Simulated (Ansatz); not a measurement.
# Ag: energy against volume

Ag (fcc, Fm-3m, 16.010 Å³/atom and stress up to 0.01 GPa in the relaxed cell, cube axes along x, y and z) under an equal strain ε along all three axes. LDA in Ansatz, a plane-wave DFT program (PAW, default set), 420 eV, 28×28×28 Γ-centred mesh, Fermi-Dirac smearing 0.10 eV. Against the start cell, which lies near the measured one, the relaxed cell differs by -6.4 % in volume; the values below rest on it.

Here V stands for volume and E for E less E0.

```csv
volume (Å³/atom),E less E0 (meV/atom),pressure (GPa)
15.0689,27.27,9.99
15.3008,14.94,7.16
15.5350,6.45,4.56
15.7715,1.55,2.18
16.0105,0.00,0.00
16.2519,1.58,-1.99
16.4956,6.08,-3.81
16.7418,13.30,-5.47
16.9905,23.04,-6.97
17.4951,?,?
```

Task: Using the third-order Birch-Murnaghan form, a cubic in V^(-2/3), estimate the missing E at V = 17.4951 from the other rows, showing the fit.

Result: With u = V^(-2/3) - 0.158, the rows have u = 0.005913, 0.004252, 0.002617, 0.001008, -0.000579, -0.002141, -0.003680, -0.005197, -0.006692. Least squares gives E = 0.196 + 700.40·u + 636690·u² + 3262885·u³. Residuals (row less fit): -0.003, 0.004, 0.002, -0.002, -0.003, -0.003, 0.002, 0.006, -0.004; standard error 0.005 (degrees of freedom: 5). Its minimum lies at u = -0.000552, so V0 = (0.157448)^(-3/2) = 16.01. There d²E/du² = 1263000 and d³E/du³ = 1.958e7, so B0 = (4/9) × 16.01^(-7/3) × 1263000 × 0.160218 = 139 GPa (the last factor turns the table's units into GPa), and B0' = 4 + (2/3) × 0.157448 × (1.958e7)/1263000 = 5.6. B0' rests on the cubic coefficient alone and has a standard error of 0.1 from these residuals. At the withheld row, u = -0.009615, so E = 0.196 + 700.40 × (-0.009615) + 636690 × (-0.009615)² + 3262885 × (-0.009615)³ = 49.422 meV/atom. The calculation gives 49.38 meV/atom, 0.042 meV/atom below the prediction (0.1 % of the range of E in the table). The row lies outside the fitted rows, so this is an extrapolation. The scatter of the fitted rows lies at the last printed digit.

In a metal these values are sensitive to mesh and smearing; energies are taken to zero smearing, stresses follow the free energy. Other structures, which can take over under pressure, weren't tried. The same form fitted to the pressure column gives B0' = 5.7; series where the two differ by over 0.4 aren't shown. Rows are the converged runs of the series near zero and its far end, less any whose ions stayed unrelaxed beside relaxed ones; series whose fitted rows scatter by over a few per cent of the range, as at a crossing or softening among them, aren't shown in this form.
